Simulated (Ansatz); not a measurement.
The parent structure is BP in the zinc blende structure (space group F-43m, No. 216).

```
CELL_PARAMETERS angstrom
      0.00000     2.27414     2.27414
      2.27414     0.00000     2.27414
      2.27414     2.27414     0.00000
ATOMIC_POSITIONS crystal
  P  0.75000 0.75000 0.75000
  B  0.00000 0.00000 0.00000
```

The values are results of PBE in Ansatz (plane waves to 420 eV, PAW, no SOC), earlier PAW set, not measurements.

Before the change:

| Property | Result |
|---|---|
| Gap character | indirect, Γ → Γ–X (83 % along) |
| Shortest interatomic distance | 1.969 Å |
| Hole mass | 0.26, 0.26, 0.33 mₑ (at Γ) |
| Density | 2.95 g/cm³ |

Now apply this change: cell and atoms relaxed at a pressure of 75 GPa.

Task: Estimate the effect on the gap character, shortest interatomic distance, hole mass and density.

Result: The gap character goes from indirect, Γ → Γ–X (83 % along) to indirect, Γ → X; the shortest interatomic distance drops by 0.1737 Å to 1.796 Å; the hole mass (degenerate bands, along [100]) changes from 0.26, 0.26, 0.33 mₑ (at Γ) to 0.25, 0.25, 0.53 mₑ (at Γ); the density rises by 0.94 g/cm³, from 2.95 g/cm³ to 3.89 g/cm³.

Load acts through the strain it causes; cell and atoms are relaxed under it. Effective masses come from finite differences of ±0.01 Å⁻¹. Whether these cells are dynamically stable was not tested. Competing high-pressure phases were not computed.

Ansatz is a quantum-chemistry and plane-wave program.
